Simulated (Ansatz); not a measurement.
YbAl₂ (Fd-3m, No. 227; cell taken from a computed entry)

The numbers are results of PBEsol (Ansatz, a quantum-chemistry and plane-wave program, PAW), not measurements.

Settings: plane-wave cutoff 500 eV, 12×12×12 k mesh, Fermi–Dirac smearing 0.1 eV, no spin polarisation, scalar-relativistic PAW data made under PBE.

Cell (relaxed at this level):

```cif
data_Al16Yb8
_chemical_formula_sum 'Yb8 Al16'
_space_group_name_H-M_alt 'Fd-3m :1'
_space_group_IT_number 227
_space_group_name_Hall 'F 4d 2 3 -1d'
_cell_length_a 7.78966
_cell_length_b 7.78966
_cell_length_c 7.78966
_cell_angle_alpha 90.000
_cell_angle_beta 90.000
_cell_angle_gamma 90.000
loop_
_atom_site_label
_atom_site_type_symbol
_atom_site_symmetry_multiplicity
_atom_site_Wyckoff_symbol
_atom_site_fract_x
_atom_site_fract_y
_atom_site_fract_z
_atom_site_occupancy
Yb1 Yb 8 b 0.50000 0.50000 0.50000 1
Al1 Al 16 c 0.12500 0.12500 0.12500 1
```
(The calculation used a cell of 6 atoms; values per cell refer to that cell.)

| Quantity | Result |
|---|---|
| band gap | zero (no gap) |

Note: the relaxation could not lower the start's symmetry, so the cell can be a saddle point above a distorted one; the 4f shell is treated without U or exact exchange, so its levels and filling can be wrong.

Spin–orbit coupling is not included.

It cost roughly 2.7 core-minutes of CPU time.
